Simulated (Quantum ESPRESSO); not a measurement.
# Short convergence ladders for Bi (R-3m, 2 atoms in the cell)

```
CELL_PARAMETERS angstrom
      4.14499    -2.26363     0.00000
      4.14499     2.26363     0.00000
      2.90880     0.00000     3.72073
ATOMIC_POSITIONS crystal
  Bi 0.23824 0.23824 0.23824
  Bi 0.76600 0.76600 0.76600
```

Base method: PBEsol, PseudoDojo standard norm-conserving (PBESOL) pseudopotentials (plane waves; Quantum ESPRESSO).

Base settings: ecutwfc = 70 Ry; occupations = smearing; smearing = gaussian; degauss = 0.0073499 Ry; potentials = {Bi: Bi.upf}; K_POINTS = automatic 5 5 5 0 0 0; conv_thr = 1e-09 Ry; mixing_beta = 0.7.

The count of work is k-points × plane waves × bands × iterations; it is no time. 

**The k-point mesh**

Only quantities that move along the ladder and can be compared are tabulated.

| K_POINTS | free energy less the last step's (meV/atom) | pressure (GPa) | largest difference of a force vector from the last step's (eV/Å) | count of work / last |
|---|---|---|---|---|
| automatic 2 2 2 0 0 0 | 936.74 | 5.62 | 2.894 | 0.013 |
| automatic 3 3 3 0 0 0 | -73.72 | -0.86 | 0.178 | 0.015 |
| automatic 4 4 4 0 0 0 | -24.63 | -0.79 | 0.245 | 0.035 |
| automatic 5 5 5 0 0 0 | -20.25 | -0.82 | 0.157 | 0.057 |
| automatic 7 7 7 0 0 0 | -11.80 | -0.69 | 0.028 | 0.17 |
| automatic 9 9 9 0 0 0 | -4.46 | -0.60 | 0.014 | 0.34 |
| automatic 10 10 10 0 0 0 | -2.21 | -0.60 | 0.016 | 0.47 |
| automatic 13 13 13 0 0 0 | 0.00 | -0.58 | 0.000 | 1.0 |

State of the free energy at the end of the ladder: still drifting one way, by 4.5 meV/atom over the last two steps, so the last step is no safe reference.

Coarsest K_POINTS that holds the pressure within 0.1 GPa of the last step, with all finer ones: automatic 9 9 9 0 0 0, at 0.34 of the last step's count of work; the step before is off by 0.11 GPa.

Coarsest K_POINTS that holds the forces within 0.02 eV/Å: not settled: the last two steps still differ by 0.016 eV/Å, over half the tolerance, so the ladder does not show it.

Two neighbours can agree and both be off: automatic 4 4 4 0 0 0 and automatic 5 5 5 0 0 0 differ by 0.03 GPa in the pressure, yet lie about 0.24 GPa from the last step.

**The width of Gaussian smearing**

The mesh stays at the base's, so the ladder's end is converged at best in this setting alone.

Only quantities that move along the ladder and can be compared are tabulated.

| degauss | free energy less the last step's (meV/atom) | pressure (GPa) | largest difference of a force vector from the last step's (eV/Å) |
|---|---|---|---|
| 0.073499 Ry | -82.66 | -0.18 | 0.386 |
| 0.036749 Ry | -12.34 | -0.70 | 0.080 |
| 0.0147 Ry | -1.32 | -0.80 | 0.010 |
| 0.00147 Ry | 0.00 | -0.82 | 0.000 |

Widest degauss that holds the forces within 0.02 eV/Å: not settled: the last two steps still differ by 0.010 eV/Å, over half the tolerance, so the ladder does not show it.

Widest degauss that holds the pressure within 0.5 GPa of the last step, with all finer ones: 0.036749 Ry; the step before is off by 0.64 GPa.

Widest degauss that holds the free energy within 5 meV/atom of the last step, with all finer ones: 0.0147 Ry; the step before is off by 12 meV/atom.

On the base run: the starting cell has typed, rounded lattice constants, without a prior relaxation at this level. Its lattice was rescaled by up to half a per cent. One atom was moved a little off its site on purpose.
